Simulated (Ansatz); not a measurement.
An Ansatz (a quantum-chemistry and plane-wave program) input (PBEsol, PAW, 420 eV (Ansatz; without spin-orbit coupling)):

Ansatz 0.2 input:
```yaml
crystal:
  lattice:
    - [0, 2.1877559527, 2.1877559527]
    - [2.1877559527, 0, 2.1877559527]
    - [2.1877559527, 2.1877559527, 0]
  atoms:
    - { symbol: Cd, position: [0, 0, 0] }
basis: { ecutwfc: 420, ecutrho_ratio: 4, xc_grid: 2, fft_grid_basis: typed }
kpoints: { mp_grid: { grid: [18, 18, 18] } }
hamiltonian:
  xc: pbesol
  dispersion: none
  pseudopotentials: { kind: paw }
scf: { occupations: { method: fermi_dirac, width: 0.05 }, convergence: { dr2_threshold: 0.0000000001 } }
output: { forces: true, stress: true }
checkpoint: { write: state.ck, write_every: 1000 }
```

### Question
Which symmetry and how many k-points will the program report, and about how many plane waves at Γ?

### Answer
Space group Fm-3m (ITA 225) with 48 operations, k-points 195 of 5832, and 411 plane waves at Γ.

No phonon test of stability was made. The cell was made from Al by this change: Al → Cd; the result is a model cell, its experimental status unchecked. This is not the structure that Cd has at room temperature and ambient pressure.
